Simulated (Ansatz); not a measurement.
Hypothetical zinc blende BiB under a change: 3 layers

Take BiB in the zinc blende structure (space group F-43m, No. 216; a = 5.456 Å; a hypothetical phase, not in the database extracts checked) as the base. Axes: x, y, z lie along the cube axes.

Perturbation: a free-standing slab of 3 layers (6 atoms, 2 a layer) is cut normal to [110], with 15 Å of vacuum and the in-plane cell held at bulk.

Computed with PBEsol in Ansatz (plane waves to 420 eV, PAW, no spin-orbit coupling). Γ-centred 9×6×1 mesh, Fermi–Dirac width 0.05 eV, for the changed cell.

- Layer's space group (with vacuum): Pmm2 (No. 25)
- Shortest interatomic distance: 2.308 Å (base 2.362 Å)
- Band gap: zero (base 0.45 eV)
- Excess energy per area of both faces (slab less bulk energy over the cell's area: twice a surface energy): 1.89 J/m² (uncertain by up to 0.05 J/m²)
- Change of the spacing d12 from its bulk value of 1.929 Å: -8.0 %

Slab and bulk use different k-meshes, which limits the precision of the excess energy. With Bi present, leaving out spin-orbit coupling can change the band edges. Whether these cells are dynamically stable was not tested. All final runs are without spin polarisation.

Ansatz is an electronic-structure program.
